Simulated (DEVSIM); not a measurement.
Device: Al/Al2O3/p-Si capacitor, at 300 K.

```
layer (left to right)  material  thickness (nm)  Na (cm⁻³)
---------------------  --------  --------------  ---------
1                         Al2O3            2.90          -
2                            Si            3600     2.5e16
```

Metal gate on the left, work function 4.1 eV. Fixed charge at the semiconductor interface -1.2e11 cm⁻² (in units of +e); interface traps 7e10 cm⁻² eV⁻¹, uniform in energy, neutral level at 0.5 of the gap above the valence band.

The device is made up for the run: typed textbook-type constants, with dimensions and the other settings drawn at random. Values at 300 K; Nc and Nv go as T^1.5, mobilities as T to minus their exponent, the gap by Varshni's rule with the affinity fixed.

```
parameter         Al2O3        Si
----------------  -----  --------
gap (eV)            6.8     1.124
affinity (eV)      1.35      4.05
permittivity          9      11.7
Nc (cm⁻³)             -   2.86e19
Nv (cm⁻³)             -    3.1e19
Varshni α (eV/K)      -  0.000473
Varshni β (K)         -       636
```

DEVSIM, 1D Poisson equation in equilibrium, Boltzmann statistics, complete ionisation; no quantum confinement or tunnelling. Metal contacts follow the ideal Schottky-Mott rule: no Fermi-level pinning, no interface dipoles.

Base results: flat-band voltage (V) -0.88; minimum of the low-frequency capacitance (μF/cm²) 0.0680; threshold voltage (band bending 2φF) (V) -0.09; capacitance of the dielectric stack (μF/cm²) 2.75.

**Question.** What follows from this one change: Al2O3 thickness 0.0029 → 0.0025 μm?

**Answer.** flat-band voltage little changed (-0.89 V); minimum of the low-frequency capacitance little changed (0.0682 μF/cm²); threshold voltage (band bending 2φF) little changed (-0.10 V); capacitance of the dielectric stack 2.75 → 3.19 μF/cm².

**Question.** What follows from this one change: temperature 300 → 250 K?

**Answer.** flat-band voltage -0.88 → -0.93 V; minimum of the low-frequency capacitance 0.0680 → 0.0649 μF/cm²; threshold voltage (band bending 2φF) -0.09 → -0.06 V; capacitance of the dielectric stack little changed (2.75 μF/cm²).

**Question.** What follows from this one change: substrate doping 2.5e+16 → 1.2e+15 cm^-3?

**Answer.** flat-band voltage -0.88 → -0.81 V; minimum of the low-frequency capacitance 0.0680 → 0.0258 μF/cm²; threshold voltage (band bending 2φF) -0.09 → -0.20 V; capacitance of the dielectric stack little changed (2.75 μF/cm²).
